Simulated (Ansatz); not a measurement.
How the equilibrium volume per atom of NbSi2 (model structure, started from the Al2Cu type, I4/mcm, No. 140, 6 atoms in the cell) moves with the method

No measured value is used here.

```tsv
level (code)	value (Å³/atom)
PBE (Ansatz)	16.91
PBEsol (Ansatz)	16.47
PBE-D3(BJ) (Ansatz)	…
```

Some entries are withheld; supply them.


- PBE-D3(BJ) (Ansatz, a quantum-chemistry and plane-wave program), value (Å³/atom): 16.30

Ansatz's density-functional and Hartree–Fock values are scalar-relativistic unless marked +SOC, with PAW data made under PBE.

A model structure was made by putting elements into a prototype or built by hand; it is no filed structure, need not be a known phase, and can be a saddle point held by its symmetry.
